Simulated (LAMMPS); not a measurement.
Cu (fcc) at 1700 K and zero pressure, started from the melt, with several potentials, in cells of their own sizes.

The levels:
- EAM-type AlCu.adp: classical MD, pair style adp, file AlCu.adp (LAMMPS); Apostol and Mishin, Phys Rev B 83, 054116 (2011)
- EAM-type AlCu.eam.alloy: classical MD, pair style eam/alloy, file AlCu.eam.alloy (LAMMPS); Cai and Ye, Phys Rev B, 54, 8398-8410 (1996)
- EAM-type CuNi.eam.alloy: classical MD, pair style eam/alloy, file CuNi.eam.alloy (LAMMPS); Onat and Durukanoglu, J Phys Cond Matt, 26, 035404 (2014)
- EAM-type CuZr_mm.eam.fs: classical MD, pair style eam/fs, file CuZr_mm.eam.fs (LAMMPS)
- EAM-type Cu_mishin1.eam.alloy: classical MD, pair style eam/alloy, file Cu_mishin1.eam.alloy (LAMMPS); Mishin, Phys Rev B, 63, 224106 (2001)
- EAM-type Cu_zhou.eam.alloy: classical MD, pair style eam/alloy, file Cu_zhou.eam.alloy (LAMMPS); Zhou et al, Acta Mater, 49, 4005 (2001)
- EAM-type smf7: classical MD, pair style eam, the elements' _smf7.eam files (smf7) (LAMMPS); Foiles, Phys Rev B 32, 7685 (1985)
- EAM-type universal-3 set of Foiles, Baskes and Daw: classical MD, pair style eam, the elements' _u3.eam files (universal-3 set of Foiles, Baskes and Daw) (LAMMPS); Foiles et al, Phys Rev B, 33, 7983 (1986)
- MEAM AlSiMgCuFe.meam: classical MD, pair style meam, file AlSiMgCuFe.meam (LAMMPS); Jelinek, Groh, Horstemeyer, Houze, Kim, Wagner, Moitra and Baskes, Phys Rev B, 85, 245102 (2012)
- MEAM library.meam-Cu: classical MD, pair style meam, file library.meam (library.meam-Cu) (LAMMPS); Baskes, Phys Rev B, 46, 2727-2742 (1992)
- SNAP Cu_Zuo_JPCA2020.quadratic.snap: MD with a machine-learned potential, pair style snap, file Cu_Zuo_JPCA2020.quadratic.snap (LAMMPS); Y. Zuo, C. Chen, X, Li, Z. Deng, Y. Chen, J. Behler, G. Csányi, A. V. Shapeev, A. P. Thompson, M. A. Wood, S. P. Ong, "Performance and Cost Assessment of Machine Learning Interatomic Potentials" J. Phys. Chem. A 124, 4, 731-745 (2020)
- SNAP Cu_Zuo_JPCA2020.snap: MD with a machine-learned potential, pair style snap, file Cu_Zuo_JPCA2020.snap (LAMMPS); Y. Zuo, C. Chen, X, Li, Z. Deng, Y. Chen, J. Behler, G. Csányi, A. V. Shapeev, A. P. Thompson, M. A. Wood, S. P. Ong, "Performance and Cost Assessment of Machine Learning Interatomic Potentials" J. Phys. Chem. A 124, 4, 731-745 (2020)
- bond-order AlCu.bop.table: classical MD, pair style bop, file AlCu.bop.table (LAMMPS); Zhou, Ward, and Foster, Phys. Chem. Chem. Phys., under consideration

```json
[
 {"potential": "bond-order AlCu.bop.table", "state": "liquid", "volume": "12.554 ± 0.001 Å³/atom", "first peak of g(r)": "2.48 Å, height 2.5", "coordination number": "12.8 (counted to 3.38 Å)", "self-diffusion coefficient of Cu (not corrected for cell size)": "(5.47 ± 0.05) × 10^-5 cm²/s", "mean phonon frequency": "-", "rough cost (ms per atom and simulated ps)": "10 to 30"},
 {"potential": "EAM-type AlCu.adp", "state": "liquid", "volume": "13.857 ± 0.002 Å³/atom", "first peak of g(r)": "2.49 Å, height 2.6", "coordination number": "12.7 (counted to 3.50 Å)", "self-diffusion coefficient of Cu (not corrected for cell size)": "(5.8 ± 0.1) × 10^-5 cm²/s", "mean phonon frequency": "4.3 THz", "rough cost (ms per atom and simulated ps)": "3 to 10"},
 {"potential": "EAM-type AlCu.eam.alloy", "state": "liquid", "volume": "14.409 ± 0.004 Å³/atom", "first peak of g(r)": "2.49 Å, height 2.4", "coordination number": "12.6 (counted to 3.54 Å)", "self-diffusion coefficient of Cu (not corrected for cell size)": "(7.56 ± 0.04) × 10^-5 cm²/s", "mean phonon frequency": "3.9 THz", "rough cost (ms per atom and simulated ps)": "1 to 3"},
 {"potential": "EAM-type CuNi.eam.alloy", "state": "liquid", "volume": "13.8044 ± 0.0007 Å³/atom", "first peak of g(r)": "2.48 Å, height 2.5", "coordination number": "13.1 (counted to 3.54 Å)", "self-diffusion coefficient of Cu (not corrected for cell size)": "(5.6 ± 0.1) × 10^-5 cm²/s", "mean phonon frequency": "4.2 THz", "rough cost (ms per atom and simulated ps)": "1 to 3"},
 {"potential": "EAM-type CuZr_mm.eam.fs", "state": "liquid", "volume": "13.495 ± 0.003 Å³/atom", "first peak of g(r)": "2.53 Å, height 2.3", "coordination number": "12.6 (counted to 3.46 Å)", "self-diffusion coefficient of Cu (not corrected for cell size)": "(5.7 ± 0.1) × 10^-5 cm²/s", "mean phonon frequency": "3.7 THz", "rough cost (ms per atom and simulated ps)": "1 to 3"},
 {"potential": "EAM-type Cu_mishin1.eam.alloy", "state": "liquid", "volume": "13.858 ± 0.001 Å³/atom", "first peak of g(r)": "2.47 Å, height 2.6", "coordination number": "13.0 (counted to 3.54 Å)", "self-diffusion coefficient of Cu (not corrected for cell size)": "(5.7 ± 0.1) × 10^-5 cm²/s", "mean phonon frequency": "4.3 THz", "rough cost (ms per atom and simulated ps)": "1 to 3"},
 {"potential": "EAM-type Cu_zhou.eam.alloy", "state": "liquid", "volume": "13.905 ± 0.003 Å³/atom", "first peak of g(r)": "2.47 Å, height 2.3", "coordination number": "13.3 (counted to 3.58 Å)", "self-diffusion coefficient of Cu (not corrected for cell size)": "(8.1 ± 0.1) × 10^-5 cm²/s", "mean phonon frequency": "3.7 THz", "rough cost (ms per atom and simulated ps)": "1 to 3"},
 {"potential": "EAM-type smf7", "state": "liquid", "volume": "14.034 ± 0.002 Å³/atom", "first peak of g(r)": "2.48 Å, height 2.5", "coordination number": "12.6 (counted to 3.50 Å)", "self-diffusion coefficient of Cu (not corrected for cell size)": "(6.9 ± 0.1) × 10^-5 cm²/s", "mean phonon frequency": "4.1 THz", "rough cost (ms per atom and simulated ps)": "0.3 to 1"},
 {"potential": "EAM-type universal-3 set of Foiles, Baskes and Daw", "state": "liquid", "volume": "13.869 ± 0.002 Å³/atom", "first peak of g(r)": "2.48 Å, height 2.5", "coordination number": "13.0 (counted to 3.54 Å)", "self-diffusion coefficient of Cu (not corrected for cell size)": "(6.38 ± 0.07) × 10^-5 cm²/s", "mean phonon frequency": "4.1 THz", "rough cost (ms per atom and simulated ps)": "0.3 to 1"},
 {"potential": "MEAM AlSiMgCuFe.meam", "state": "liquid", "volume": "14.099 ± 0.008 Å³/atom", "first peak of g(r)": "2.45 Å, height 2.5", "coordination number": "11.7 (counted to 3.42 Å)", "self-diffusion coefficient of Cu (not corrected for cell size)": "(7.5 ± 0.3) × 10^-5 cm²/s", "mean phonon frequency": "4.0 THz", "rough cost (ms per atom and simulated ps)": "10 to 30"},
 {"potential": "MEAM library.meam-Cu", "state": "liquid", "volume": "14.016 ± 0.008 Å³/atom", "first peak of g(r)": "2.49 Å, height 2.7", "coordination number": "10.2 (counted to 3.22 Å)", "self-diffusion coefficient of Cu (not corrected for cell size)": "(4.66 ± 0.03) × 10^-5 cm²/s", "mean phonon frequency": "5.3 THz", "rough cost (ms per atom and simulated ps)": "3 to 10"},
 {"potential": "SNAP Cu_Zuo_JPCA2020.quadratic.snap", "state": "liquid", "volume": "14.52 ± 0.01 Å³/atom", "first peak of g(r)": "2.47 Å, height 2.5", "coordination number": "13.0 (counted to 3.62 Å)", "self-diffusion coefficient of Cu (not corrected for cell size)": "(6.9 ± 0.5) × 10^-5 cm²/s", "mean phonon frequency": "-", "rough cost (ms per atom and simulated ps)": "30 to 100"},
 {"potential": "SNAP Cu_Zuo_JPCA2020.snap", "state": "liquid", "volume": "13.743 ± 0.006 Å³/atom", "first peak of g(r)": "2.49 Å, height 2.7", "coordination number": "12.2 (counted to 3.42 Å)", "self-diffusion coefficient of Cu (not corrected for cell size)": "(4.8 ± 0.3) × 10^-5 cm²/s", "mean phonon frequency": "4.4 THz", "rough cost (ms per atom and simulated ps)": "30 to 100"}
]
```

Costs are rough: whole-run CPU time with set-up and analysis, from shared machines, in bands a factor of about three wide.

Caution (rows bond-order AlCu.bop.table; SNAP Cu_Zuo_JPCA2020.quadratic.snap; SNAP Cu_Zuo_JPCA2020.snap): a run this short can hold a crystal over, or a liquid under, the potential's own melting point, which these runs don't give.

Caution: the potential MEAM library.meam-Cu is a first-neighbour MEAM set with a 4 Å cutoff, used here without a parameter file and away from the static properties it was fitted to.

States go by the mean squared displacement: a species diffuses where it passes 1.5 Å², still rises and gives D over 1e-6 cm²/s; a crystal has left its structure where atoms lie 0.35 Å off their sites on average or a cubic box changes its shape by 3 %, or the axial ratios of another lie 8 % off the starting cell's, which the potential's own relaxation can also do.

Errors of D are the spread over four groups of atoms in one short run; a floor of about 5 %, a picked value, is safer.

Errors shown are sampling errors alone.
